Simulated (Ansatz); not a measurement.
## fcc Pt (1 1 0) on ceria (1 1 0) (film strained to the substrate, started from cuts of the bulks and a machine-learned relaxation; slabs Ce8O16 and Pt16, which can lie off the formulas)

A periodic stack without vacuum, fcc Pt (1 1 0) on ceria (1 1 0) (film strained to the substrate, started from cuts of the bulks and a machine-learned relaxation; slabs Ce8O16 and Pt16, which can lie off the formulas): substrate slab Ce8O16, film Pt16, surface cells [[0, -1], [1, -1]] and [[1, 0], [1, 2]], film strained by -2.7 and -2.7 %, outermost planes CeO/CeO and Pt/Pt as cut, which need not be the usual terminations and can put a slab off its formula.

The start was prepared with a machine-learned potential, and the result is one local minimum, with the in-plane cell held and forces under 0.04 eV/Å; the film can end far from its bulk form.

Method: PBE (plane waves to 420 eV, PAW; Ansatz, a quantum-chemistry and plane-wave program). Scalar-relativistic, without spin–orbit coupling; the runs are not spin-polarised; PBE gaps are too small against experiment; cerium has no Hubbard term. Its k-point mesh 8×5×1, Fermi–Dirac width 0.05 eV.

| Quantity | Result |
|---|---|
| interface area | 21.1 Å² |
| period | 27.78 Å |
| heights between the nearest atoms of the two slabs at the two interfaces | 2.07 and 2.07 Å |
| Ce–Pt contacts across the interfaces within 1.22 times the sum of covalent radii | 10, mean 3.30 Å |
| O–Pt contacts across the interfaces within 1.22 times the sum of covalent radii | 4, mean 2.07 Å |

```
CELL_PARAMETERS angstrom
      3.86345    -0.00066    -0.06482
      3.86291     5.46317    -0.15063
      0.49038    -0.90496    27.79748
ATOMIC_POSITIONS crystal
  Ce 0.60066 0.96319 0.10642
  Ce 0.61705 0.44673 0.04013
  Ce 0.56533 0.99827 0.24591
  Ce 0.58275 0.48101 0.17727
  Ce 0.53027 0.03288 0.38464
  Ce 0.54759 0.51580 0.31600
  Ce 0.49596 0.06673 0.52177
  Ce 0.51242 0.55047 0.45548
  O  0.85014 0.21378 0.10608
  O  0.36540 0.19865 0.03584
  O  0.87230 0.69179 0.03586
  O  0.35130 0.71252 0.10607
  O  0.81496 0.24854 0.24605
  O  0.33317 0.23051 0.17600
  O  0.83286 0.73098 0.17601
  O  0.31568 0.74803 0.24604
  O  0.77969 0.28355 0.38591
  O  0.29789 0.26553 0.31587
  O  0.79731 0.76608 0.31589
  O  0.27999 0.78308 0.38591
  O  0.74789 0.31458 0.52603
  O  0.26307 0.29985 0.45582
  O  0.76170 0.80115 0.45584
  O  0.24094 0.82149 0.52605
  Pt 0.96382 0.59903 0.65014
  Pt 0.46405 0.09880 0.64970
  Pt 0.22954 0.83369 0.60066
  Pt 0.72331 0.33984 0.60051
  Pt 0.43744 0.12515 0.75494
  Pt 0.93768 0.62488 0.75479
  Pt 0.70157 0.36110 0.70103
  Pt 0.20041 0.86219 0.70129
  Pt 0.91181 0.65085 0.86061
  Pt 0.41065 0.15194 0.86085
  Pt 0.17447 0.88808 0.80710
  Pt 0.67473 0.38781 0.80694
  Pt 0.38888 0.17336 0.96137
  Pt 0.88265 0.67951 0.96124
  Pt 0.64820 0.41431 0.91219
  Pt 0.14846 0.91409 0.91175
```
